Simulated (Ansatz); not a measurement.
Base system: MoS2 (space group P6_3/mmc, No. 194; a = 3.149 Å, c = 12.089 Å; layered, stacked along the Cartesian z axis). Axes: x lies along a and z along c of the hexagonal cell.

The values are results of Kohn–Sham DFT with the PBE-D3(BJ) functional, run in Ansatz (a first-principles code) with PAW and 420 eV plane waves, without spin-orbit coupling, not measurements.

Strains are applied to the cell and any free atomic positions relax; under biaxial strain the out-of-plane vector relaxes too.

One change was made to it. Results:

The hole mass becomes 0.85 mₑ (at Γ) (base: 1.0 mₑ along c, 0.61 mₑ across (at Γ)); the smallest direct gap grows by 0.29 eV, from 1.70 eV to 1.99 eV; the shortest interatomic distance decreases by 0.0152 Å to 2.384 Å.

### Question
Which of these changes matches the shifts?
A. biaxial strain −1.20 %, plane normal [001], relaxed out of plane
B. biaxial strain −1.80 %, plane normal [001], relaxed out of plane
C. biaxial strain −2.40 %, plane normal [001], relaxed out of plane
D. biaxial strain −3.00 %, plane normal [001], relaxed out of plane

### Answer
C, biaxial strain −2.40 %, plane normal [001], relaxed out of plane. For comparison, the hole mass in the other runs: biaxial strain −1.80 %, plane normal [001], relaxed out of plane gives 0.90 mₑ out of plane, 0.77 mₑ in plane (at Γ); biaxial strain −1.20 %, plane normal [001], relaxed out of plane gives 0.94 mₑ out of plane, 0.71 mₑ in plane (at Γ); biaxial strain −3.00 %, plane normal [001], relaxed out of plane gives 0.83 mₑ out of plane, 0.92 mₑ in plane (at Γ).

Masses are band curvatures over ±0.01 Å⁻¹ around the edge. No phonon test of stability was made.
